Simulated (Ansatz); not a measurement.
The starting structures come from a database of crystals and need not be the phases stable at ambient conditions.

 Where the default PAW files enter, the runs use the earlier of Ansatz's two default sets.

# Evanescent states of CaPbF6 (Fm-3m, not sure to be the ambient phase, 8 atoms a cell, 20.1 Å³ an atom) along the normal of (111)

Calculation: r2SCAN (plane waves, PAW; Ansatz, a program for electronic structure).

The gap is the functional's own. No spin-orbit coupling. Mid-gap values are interpolated on the energy grid.

Energies count from the valence-band top; κ is the least over a 6×6 mesh across the current.

```
E (eV)  κ (1/Å)  where
------  -------  -----
0.10      0.306  off Γ
0.32      0.390  off Γ
0.53      0.449  off Γ
0.73      0.491      Γ
0.94      0.503      Γ
1.16        ___      Γ
1.36        ___      Γ
1.57        ___      Γ
1.78        ___      Γ
2.00        ___      Γ
2.21        ___      Γ
2.42        ___      Γ
2.62      0.491      Γ
2.83        ___      Γ
3.04        ___      Γ
3.25        ___      Γ
3.46      0.411      Γ
3.67      0.377      Γ
3.88      0.335      Γ
4.09      0.277      Γ
4.30      0.187      Γ
```

### Question
Some entries are withheld; supply them.

### Answer

- 1.16, κ (1/Å): 0.512
- 1.36, κ (1/Å): 0.517
- 1.57, κ (1/Å): 0.519
- 1.78, κ (1/Å): 0.519
- 2.00, κ (1/Å): 0.516
- 2.21, κ (1/Å): 0.510
- 2.42, κ (1/Å): 0.502
- 2.83, κ (1/Å): 0.476
- 3.04, κ (1/Å): 0.459
- 3.25, κ (1/Å): 0.437
